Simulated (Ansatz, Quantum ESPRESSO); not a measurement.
An Ansatz (a first-principles code) input for a self-consistent single point of Ni2Ge (P6_3/mmc, 6 atoms in the cell) (DFT, PBEsol, plane waves, default PAW files made with PBE):

Ansatz 0.2 input:
```yaml
# Ni2Ge
crystal:
  lattice:
    - [3.979810, 0.000000, 0.000000]
    - [-1.989905, 3.446617, 0.000000]
    - [0.000000, 0.000000, 5.023880]
  atoms:
    - { symbol: Ni, position: [0.666667, 0.333333, 0.250000] }
    - { symbol: Ni, position: [0.333333, 0.666667, 0.750000] }
    - { symbol: Ni, position: [0.000000, 0.000000, 0.000000] }
    - { symbol: Ni, position: [0.000000, 0.000000, 0.500000] }
    - { symbol: Ge, position: [0.666667, 0.333333, 0.750000] }
    - { symbol: Ge, position: [0.333333, 0.666667, 0.250000] }
kpoints:
  mp_grid: { grid: [9, 9, 6] }
hamiltonian:
  xc: pbesol
  pseudopotentials: { kind: paw }
scf:
  occupations: { method: gaussian, width: 0.272 eV }
output:
  forces: true
  eigenvalues: true
  stress: true
```

Q: Write the same calculation as an input for Quantum ESPRESSO.

A: One input that does it (others would too):

```fortran
&control
 calculation = 'scf'
 prefix = 'pwscf'
 outdir = './tmp/'
 pseudo_dir = './'
 verbosity = 'high'
 tprnfor = .true.
 tstress = .true.
/
&system
 ibrav = 4
 A = 3.9798102527
 C = 5.0238800000
 nat = 6
 ntyp = 2
 ecutwfc = 50
 ecutrho = 300
 occupations = 'smearing'
 smearing = 'gauss'
 degauss = 0.019992
 input_dft = 'pbesol'
/
&electrons
 conv_thr = 1.0d-9
 mixing_beta = 0.5
/
ATOMIC_SPECIES
Ni    58.6934  Ni.pbe-n-rrkjus_psl.1.0.0.UPF
Ge    72.6300  Ge.pbe-n-rrkjus_psl.1.0.0.UPF
ATOMIC_POSITIONS angstrom
Ni    1.9899051264    1.1488722604    1.2559700000
Ni    0.0000000000    2.2977445207    3.7679100000
Ni    0.0000000000    0.0000000000    0.0000000000
Ni    0.0000000000    0.0000000000    2.5119400000
Ge    1.9899051264    1.1488722604    3.7679100000
Ge    0.0000000000    2.2977445207    1.2559700000
K_POINTS automatic
9 9 6  0 0 0
```

Basis settings and potentials, where a program has them, do not carry over. This input uses DFT, PBEsol, plane waves, PSlibrary ultrasoft (PBE) pseudopotentials. Both were run: pressure -1.07 GPa in Ansatz and 0.80 in Quantum ESPRESSO. Ansatz's pressure is the one without its finite-basis correction.

On Quantum ESPRESSO: the starting cell comes from a database of computed structures (which also holds hypothetical and non-ambient phases and stackings), without a prior relaxation at this level. Spin polarisation is off.

On Ansatz: the starting cell comes from a database of computed structures (which also holds hypothetical and non-ambient phases and stackings), without a prior relaxation at this level. Spin polarisation is off.
